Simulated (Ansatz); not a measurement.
# Ge, pressure series

Consider Ge in the diamond structure (space group Fd-3m, No. 227).

```
CELL_PARAMETERS angstrom
      0.00000     2.81109     2.81109
      2.81109     0.00000     2.81109
      2.81109     2.81109     0.00000
ATOMIC_POSITIONS crystal
  Ge 0.00000 0.00000 0.00000
  Ge 0.25000 0.25000 0.25000
```

Cell and atoms are relaxed at each pressure.

Method: LDA (Ansatz, a program for electronic structure), no spin-orbit coupling.

Candidates:
(a) pressure 30 GPa
(b) pressure 15 GPa
(c) pressure 2.1 GPa
(d) pressure 4.5 GPa

For the base:

```
Item      Value
--------  -----
Band gap   zero
```

### Question
Order them by band gap, lowest first.

### Answer
(a) pressure 30 GPa (zero), (c) pressure 2.1 GPa (0.19 eV), (b) pressure 15 GPa (0.22 eV), (d) pressure 4.5 GPa (0.28 eV)

Load acts through the strain it causes; cell and atoms are relaxed under it. No phonon test of stability was made. Measured, Ge leaves this structure (for the β-tin structure) near 10.6 GPa (room temperature; as listed in arXiv:1906.07825). Gaps under 0.05 eV, about the width of the smearing, are given as zero. A zero or small gap of Ge can be the functional's error rather than a property of the material.
